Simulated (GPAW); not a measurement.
Input and output of a self-consistent single point for CuAu (P1, 2 atoms in the cell) (GPAW).

Level of theory: LDA (Perdew-Wang 92), GPAW PAW datasets LDA (gpaw-data 1.0.1) (plane waves; GPAW).

```
CuAu
1.0
    2.85070     0.00000     0.00000
    0.00000     2.85070     0.00000
    0.00000     0.00000     3.58161
Cu Au
1 1
Direct
  0.49451   0.49531   0.50347
  0.00549   0.00469   0.99653
```

Reference input (self-consistent single point, DFT PBE, plane waves, GPAW PAW datasets PBE (gpaw-data 1.0.1)): mode = pw; ecut = 800 eV; xc = PBE; kpts = 9 9 7; mesh shift (steps) = 0 0 0; occupations.name = fermi-dirac; occupations.width = 0.1 eV; nbands = -8; convergence.density = 1e-05 e/electron; symmetry.symmorphic = false; symmetry.tolerance = 0.0005; maxiter = 120. This run's input differs from it in these lines:

```diff
@@ -13,3 +13,3 @@
 calc = GPAW(mode=PW(800),
-            xc='PBE',
+            xc='LDA',
             kpts=(9, 9, 7),
```

Its files differ too (potentials: GPAW PAW datasets LDA (gpaw-data 1.0.1)).

Output, abridged:

```
     iter     time        total  log10-change:
                         energy   eigst   dens
iter:   1 --:--:--   -10.353177
iter:   2 --:--:--   -10.017242   -1.94  -1.25
iter:   3 --:--:--    -9.338235   -1.01  -1.31
iter:   4 --:--:--    -9.258721   -3.13  -1.87
iter:   5 --:--:--    -9.405733   -1.55  -1.90
   [... 3 lines left out ...]
iter:   9 --:--:--    -9.171549   -3.19  -2.54
iter:  10 --:--:--    -9.185992   -2.97  -2.81
iter:  11 --:--:--    -9.170402   -3.07  -2.53
iter:  12 --:--:--    -9.170346   -4.04  -3.26
iter:  13 --:--:--    -9.170215c  -5.19  -3.34
iter:  14 --:--:--    -9.170220c  -6.44  -3.64
iter:  15 --:--:--    -9.170226c  -6.41  -3.63
iter:  16 --:--:--    -9.170250c  -5.80  -3.68
iter:  17 --:--:--    -9.170252c  -7.17  -3.70
iter:  18 --:--:--    -9.170232c  -6.33  -3.74
iter:  19 --:--:--    -9.170243c  -6.29  -3.85
iter:  20 --:--:--    -9.170234c  -7.30  -3.95
iter:  21 --:--:--    -9.170233c  -6.89  -4.01
iter:  22 --:--:--    -9.170228c  -7.63c -4.36
iter:  23 --:--:--    -9.170229c  -8.75c -4.38
iter:  24 --:--:--    -9.170224c  -7.45c -4.44
iter:  25 --:--:--    -9.170223c  -8.27c -4.83
iter:  26 --:--:--    -9.170222c  -8.99c -4.92
iter:  27 --:--:--    -9.170221c  -9.02c -4.96
iter:  28 --:--:--    -9.170221c  -8.98c -5.12c
Converged after 28 iterations.

Dipole moment: (-0.270295, -0.231019, 0.257617) |e|*Ang

Energy contributions relative to reference atoms: (reference = -561264.669983)

Kinetic:        -23.182006
Potential:      +18.760506
External:        +0.000000
XC:              -4.988300
Entropy (-ST):   -0.015062
Local:           +0.247109
SIC:             +0.000000
--------------------------
Free energy:     -9.177752
Extrapolated:    -9.170221

Showing only first 2 kpts
 Kpt  Band  Eigenvalues  Occupancy
  0     9      7.32037    2.00000
  0    10      7.32657    2.00000
  0    11     11.53565    0.00000
  0    12     17.56267    0.00000

  1     9      7.15544    2.00000
  1    10      7.16073    2.00000
  1    11     10.04486    0.00001
  1    12     18.95606    0.00000

Fermi level: 8.83369

No gap
No difference between direct/indirect transitions
Energy (eV): -9.170221

Forces in eV/Ang:
  0 Cu    0.10967    0.09383   -0.15910
  1 Au   -0.10966   -0.09382    0.15908

Stress tensor:
     0.048979    -0.000360     0.000614
    -0.000360     0.048897     0.000526
     0.000614     0.000526     0.039173
Stress (GPa, Voigt): [ 7.8474  7.8342  6.2763  0.0842  0.0984 -0.0576]
```

The run converged in 28 iterations. GPAW prints stress with tension positive. Against the reference run the pressure goes from 6.08 to -7.32 GPa and the largest force goes from 0.258 to 0.215 eV/Å.

The starting cell comes from a database of computed structures (which also holds hypothetical and non-ambient phases and stackings), without a prior relaxation at this level. Its atoms were displaced at random from the sites of space group no. 123. Spin polarisation is off. With a pressure of about -7 GPa the cell is away from its equilibrium volume at this level.

Cost on one core of a shared machine: roughly 2 min.
